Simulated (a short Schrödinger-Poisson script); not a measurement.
System: gated Al0.33Ga0.67As/GaAs δ-doped gas, at 77 K.

```
layer        material  thickness (nm)  Na (cm⁻³)
-----  --------------  --------------  ---------
1      Al0.33Ga0.67As              15          -
2      Al0.33Ga0.67As               5          -
3                GaAs            6000       4e15
```

Constants are typed, rounded textbook-type inputs, not results; the design itself was drawn at random and stands for no fabricated device. Al0.33Ga0.67As: permittivity 11.96, conduction-band edge (eV) 0.261, gap (eV) 1.836, electron mass (mₑ) 0.0944, Nv at 300 K (cm⁻³) 9e18. GaAs: permittivity 12.9, conduction-band edge (eV) 0, gap (eV) 1.424, Nv at 300 K (cm⁻³) 9e18.

Channel valleys (confinement mass, in-plane density-of-states mass, number): Γ 0.067, 0.067, 1. At the gate the conduction-band edge of layer 1 lies 1.01 eV − eVg above the Fermi level of the channel; the field vanishes at the back. Sheet of ionised δ-doping: +2.8e12 e/cm² at 15 nm from the gate. The barrier under the gate holds no holes. Gaps are held at their typed values at every temperature. Mesh 0.08 nm at interfaces.

From a short Schrödinger-Poisson script (our own, NumPy): 1D Poisson equation in equilibrium, electrons quantum, Hartree plus LDA exchange-correlation (BenDaniel-Duke, 40 states a valley, the channel's in-plane mass for all, wave functions free to enter the barrier), parabolic valleys, classical holes, full ionisation, no traps, pinning or gate leakage.

The same stack at other levels of the model or other numerical settings:

```tsv
run	sheet density of all electrons at Vg = 0.5 V (cm⁻²)	capacitance at Vg = 0.5 V (μF/cm²)	centroid of the channel electrons at Vg = 0.5 V (nm)	gate voltage at 1e11 electrons/cm² (V)	rough cost against the base
base	7.01e11	0.434	4.87	0.28	about 1
electrons treated as classical, Boltzmann	8.72e11	0.508	1.06	0.25	0.03
electrons treated as classical, Fermi-Dirac	7.16e11	0.425	3.42	0.26	0.1
electrons treated as quantum, Hartree	6.73e11	0.428	5.05	0.28	about 1
mesh six times as coarse	7.01e11	0.434	4.84	0.28	0.3
one subband a valley	7.01e11	0.434	4.82	0.28	0.3
```

The classical rows ignore confinement, and Boltzmann statistics overrate the density once the band edge passes the Fermi level.
